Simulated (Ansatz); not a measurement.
Converging the plane-wave cutoff: LaSi₂Ru (Pm, 8 atoms in the cell)

```
CELL_PARAMETERS angstrom
      4.56144     0.00000     0.00000
      0.00000     4.14363     0.00000
     -1.86053     0.00000     8.22064
ATOMIC_POSITIONS crystal
  La 0.09549 0.75000 0.20777
  La 0.90699 0.25000 0.79831
  Si 0.82922 0.75000 0.50577
  Si 0.17078 0.25000 0.49423
  Si 0.53867 0.25000 0.09215
  Si 0.46133 0.75000 0.90785
  Ru 0.62037 0.25000 0.38944
  Ru 0.37963 0.75000 0.61056
```

Level of theory: PBEsol, default PAW files made with PBE (plane waves; Ansatz, a first-principles code).

Base settings: basis.ecutwfc = 420 eV; kpoints.mp_grid.grid = 3 3 2; hamiltonian.xc = pbesol; hamiltonian.pseudopotentials = {kind: paw} (the program's default PAW files); scf.occupations.method = fermi_dirac; scf.occupations.width = 0.1 eV.

The second cell is the first with its lattice scaled by 0.98.

The mesh stays at the base's, so the ladder's end is converged at best in this setting alone.

The first pressure column holds Ansatz's estimate of the finite-basis (Pulay) stress, which hides part of the cutoff error; the other is without it.

Only quantities that move along the ladder and can be compared are tabulated.

The count of work is k-points × plane waves × bands × iterations; it is no time. 

The starting cell comes from a database of computed structures (which also holds hypothetical and non-ambient phases and stackings), without a prior relaxation at this level. Its lattice was rescaled by up to half a per cent. One atom was moved a little off its site on purpose. Spin polarisation is off. In the base run, with a pressure of about -5 GPa the cell is away from its equilibrium volume at this level. Without a gap this mesh is coarse (it stands for a supercell whose shortest vector is 12 Å).

```csv
basis.ecutwfc,free energy less the last step's (meV/atom),energy of the compressed cell less the first (meV/atom),pressure (GPa),pressure without the Pulay estimate (GPa),largest difference of a force vector from the last step's (eV/Å),count of work / last
145 eV,14250.02,203.48,-5.16,-338.65,1.091,0.069
170 eV,6666.66,106.20,-0.73,-197.84,1.823,0.089
190 eV,3578.06,-1.44,-4.74,-124.56,0.517,0.094
210 eV,1849.77,-30.47,-5.09,-75.89,0.290,0.11
230 eV,952.95,-17.26,-5.20,-46.36,0.214,0.11
250 eV,471.84,-14.21,-4.79,-28.06,0.132,0.12
295 eV,81.68,-2.81,-4.36,-10.00,0.024,0.16
335 eV,12.91,-4.03,-4.50,-5.65,0.006,0.19
380 eV,1.80,-4.64,-4.56,-4.68,0.001,0.23
420 eV,0.81,-4.70,-4.56,-4.59,0.001,0.27
460 eV,0.50,-4.72,-4.57,-4.58,0.000,0.31
505 eV,0.28,-4.74,-4.57,-4.58,0.000,0.36
565 eV,0.16,-4.75,-4.57,-4.57,0.000,0.42
630 eV,0.10,-4.76,-4.57,-4.57,0.000,0.50
735 eV,0.05,-4.77,-4.57,-4.57,0.000,0.62
840 eV,0.02,-4.77,-4.57,-4.57,0.000,0.76
1010 eV,0.00,-4.77,-4.57,-4.57,0.000,1.0
```

Coarsest basis.ecutwfc that holds the pressure within 1 GPa of the last step, with all finer ones: 190 eV, at 0.094 of the last step's count of work; the step before is off by 3.8 GPa.

Coarsest basis.ecutwfc that holds the pressure without the Pulay estimate within 1 GPa of the last step, with all finer ones: 380 eV, at 0.23 of the last step's count of work; the step before is off by 1.1 GPa.

Coarsest basis.ecutwfc that holds the forces within 0.02 eV/Å of the last step, with all finer ones: 335 eV, at 0.19 of the last step's count of work; the step before is off by 0.024 eV/Å.

The energy difference between the two cells stays within 1 meV/atom of the last step's from 335 eV on, the total only from 420 eV on: much of the error is common to both cells and cancels.

At the lowest cutoff the pressure without the Pulay estimate lies 334 GPa under the last step's, the usual sign of Pulay stress in an incomplete plane-wave basis.

Keys are those of Ansatz 0.2.
